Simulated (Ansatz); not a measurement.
Results of r²SCAN0 (PAW; Ansatz, a program for electronic structure) for L1₂ (Cu3Au-type) Pt3Ti.

Run with plane-wave cutoff 520 eV, 8×8×8 k mesh, Fermi–Dirac smearing 0.05 eV, no spin polarisation, scalar-relativistic PAW data made under PBE.

Cell (relaxed at this level):

```yaml
crystal:
  lattice:
    - [3.89542, 0.00000, 0.00000]
    - [0.00000, 3.89542, 0.00000]
    - [0.00000, 0.00000, 3.89542]
  atoms:
    - { symbol: Ti, position: [0.00000, 0.00000, 0.00000] }
    - { symbol: Pt, position: [0.00000, 0.50000, 0.50000] }
    - { symbol: Pt, position: [0.50000, 0.00000, 0.50000] }
    - { symbol: Pt, position: [0.50000, 0.50000, 0.00000] }
```

Problem. What does this level give for the bulk modulus and pressure derivative B′ of the bulk modulus?

Solution. 
bulk modulus: 281 GPa
pressure derivative B′ of the bulk modulus: 5.0

Note: the run has no spin polarisation, so it can have missed a magnetic state.

Spin–orbit coupling is not included.

Static lattice: no zero-point or thermal effects.
